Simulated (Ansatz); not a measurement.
## Effect of pressure −1 GPa on BAs

Consider BAs in the zinc blende structure (space group F-43m, No. 216; a = 4.7839 Å).

Perturbation: hydrostatic tension (pressure −1 GPa).

Calculations: Ansatz (a quantum-chemistry and plane-wave program), r2SCAN, PAW, cutoff 500 eV, no SOC. Γ-centred 12×12×12 mesh, Fermi–Dirac width 0.05 eV.

```tsv
quantity	base	changed	shift
lattice parameter a	9.040 bohr	9.062 bohr	+0.022 bohr
shortest interatomic distance	3.915 bohr	3.924 bohr	+0.009 bohr
enthalpy H = E + PV relative to the base's energy	–	-0.09 eV/atom	–
band gap	1.38 eV	1.39 eV	+0.01 eV
gap character	indirect, Γ → Γ–X (76 % along)	indirect, Γ → Γ–X (76 % along)	–
smallest direct gap	3.44 eV	3.43 eV	-0.01 eV
electron mass	1.1 mₑ along k, 0.21 mₑ across (off the special points)	1.1 mₑ along k, 0.21 mₑ across (off the special points)	–
hole mass (degenerate bands, along [100])	0.21, 0.22, 0.22 mₑ (at Γ)	0.21, 0.22, 0.22 mₑ (at Γ)	–
```

Final structure:

```yaml
crystal:
  lattice:
    - [0.00000, 2.39766, 2.39766]
    - [2.39766, 0.00000, 2.39766]
    - [2.39766, 2.39766, 0.00000]
  atoms:
    - { symbol: As, position: [0.25000, 0.25000, 0.25000] }
    - { symbol: B, position: [0.00000, 0.00000, 0.00000] }
```

Load acts through the strain it causes; cell and atoms are relaxed under it. Effective masses come from finite differences of ±0.01 Å⁻¹. Along k means along the line from Γ to the band edge. Stability against distortions was not tested.
